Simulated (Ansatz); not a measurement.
A self-consistent single point of SiC (F-43m, 2 atoms in the cell) with Ansatz (a first-principles code).

Computed with PBE (plane waves, PAW; Ansatz).

```
CELL_PARAMETERS angstrom
      0.00000     2.13933     2.13933
      2.13933     0.00000     2.13933
      2.13933     2.13933     0.00000
ATOMIC_POSITIONS crystal
  Si 0.25000 0.25000 0.25000
  C  0.00000 0.00000 0.00000
```

Reference input (self-consistent single point, DFT, PBE, plane waves, default PAW files): kpoints.mp_grid.grid = 13 13 13; hamiltonian.xc = pbe; hamiltonian.pseudopotentials = {kind: paw} (the program's default PAW files); scf.occupations.method = fixed. This run's input differs from it in these lines:

Ansatz 0.2 input:
```diff
@@ -10,3 +10,3 @@
 kpoints:
-  mp_grid: { grid: [13, 13, 13] }
+  mp_grid: { grid: [26, 26, 26] }
 hamiltonian:
```

The program printed (abridged):

```
SCF iter   1: F=—  HF=-887.088604 eV  |F-HF|=—  |Δ(HF+E_count)|=         —  Δρ=1.83e-3  dr2=5.35e-4  ethr=1.77e-3  ⟨swp⟩=4.7  Hψ=28826  notcnv=0  defer=845
all-band conjugate gradients solve this SCF's bands
preconditioner: auto → none
SCF iter   2: F=—  HF=-887.088698 eV  |F-HF|=—  |Δ(HF+E_count)|=   9.40e-5  Δρ=7.11e-4  dr2=4.63e-5  ethr=6.69e-6  ⟨swp⟩=2.2  Hψ=10735  notcnv=0  defer=1008
SCF iter   3: F=—  HF=-887.088729 eV  |F-HF|=—  |Δ(HF+E_count)|=   3.10e-5  Δρ=3.50e-4  dr2=5.81e-6  ethr=5.78e-7  ⟨swp⟩=2.7  Hψ=6167  notcnv=0  defer=639
SCF iter   4: F=—  HF=-887.088751 eV  |F-HF|=—  |Δ(HF+E_count)|=   2.23e-5  Δρ=4.27e-5  dr2=2.40e-7  ethr=7.26e-8  ⟨swp⟩=2.1  Hψ=6021  notcnv=0  defer=973
iter 5 did not close the SCF: its close was put off for the readings that it lacked (scf_convergence_deferred on its scf_iter line)
SCF iter   5: F=-887.088751 eV  HF=-887.088751 eV  |F-HF|=1.51e-9  |Δ(HF+E_count)|=   1.88e-7  Δρ=3.01e-6  dr2=7.52e-10  ethr=3.00e-9  ⟨swp⟩=2.1  Hψ=6029  notcnv=0  defer=985
SCF iter   6: F=-887.088751 eV  HF=-887.088751 eV  |F-HF|=1.42e-11  |Δ(HF+E_count)|=   1.78e-9  Δρ=3.70e-7  dr2=1.64e-11  ethr=9.40e-12  ⟨swp⟩=4.1  Hψ=20941  notcnv=0
SCF 1 converged in 6 iterations: F = -887.088751 eV  dr2 = 1.64e-11
Free energy (F): -887.088751 eV
Internal energy: -887.088751 eV  (E = F + TS)
E sigma→0 (E₀):  -887.088751 eV
Fermi energy:    10.187508 eV
--- Forces (eV/Å), atoms counted from 1 ---
  atom   1  Si    -0.00000000     0.00000000     0.00000000
  atom   2  C      0.00000000    -0.00000000     0.00000000
--- Stress (GPa, compression-positive) ---
       17.074466       0.000000      -0.000000
        0.000000      17.074466       0.000000
       -0.000000       0.000000      17.074466
  P = ⅓ Tr σ = 17.0745 GPa (170.745 kbar)
  The stress holds the Pulay correction. Without it, at fixed plane waves, as pw.x and ABINIT print it: P = 16.7800 GPa
```

The run converged in 6 iterations. Against the reference run the free energy hardly moves (within 1 meV/atom), the pressure stays at 17.07 GPa and the gap on the mesh goes from 1.381 to 1.307 eV.

The starting cell comes from a database of computed structures (which also holds hypothetical and non-ambient phases and stackings), without a prior relaxation at this level. Its lattice was rescaled by a random factor within 2.5 % of one. With a pressure of about 17 GPa the cell is away from its equilibrium volume at this level. Ansatz's pressure includes its estimate of the finite-basis (Pulay) stress.
